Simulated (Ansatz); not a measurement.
**CdS under load (space group P6_3mc): band-edge transport data**

Data:

```
CdS
1.0
    4.23300     0.00000     0.00000
   -2.11650     3.66589     0.00000
    0.00000     0.00000     6.53920
Cd S
2 2
Direct
  0.33333   0.66667   0.99317
  0.66667   0.33333   0.49317
  0.33333   0.66667   0.38183
  0.66667   0.33333   0.88183
```

Level of theory: r2SCAN with spin-orbit coupling, rigid bands (plane waves, PAW; Ansatz, a program for electronic structure). Condition of this run: biaxial stress in the c plane of -2.4 GPa (compression positive) (the target of the relaxation). How the cell was made: cell and atoms relaxed with PBEsol, then loaded as said.

band gap: 1.61 eV
electron conductivity mass (300 K, dilute): 0.169 mₑ
hole conductivity mass (300 K, dilute): 1.60 (x), 1.60 (y), 0.51 (z) mₑ
effective density of states N_c (300 K): 1.7e18 cm⁻³
effective density of states N_v (300 K): 2.6e19 cm⁻³
density-of-states mass, electrons: 0.165 mₑ
density-of-states mass, holes: 1.04 mₑ
Seebeck coefficient, n-type 1e19 cm⁻³, 300 K: -100 μV/K
best n-type power factor at 300 K for τ = 10 fs (best axis; densities from 1e16 to 1e21 cm⁻³ tried, whether or not they can be reached): 1.55 μW/(cm·K²) at 1e19 cm⁻³
Seebeck coefficient, p-type 1e19 cm⁻³, 300 K: 326 μV/K

Rigid bands; masses and Seebeck coefficients take one relaxation time τ for all states and one kind of carrier; polarons and phonon drag are left out. Geometry: cell and atoms relaxed with PBEsol.
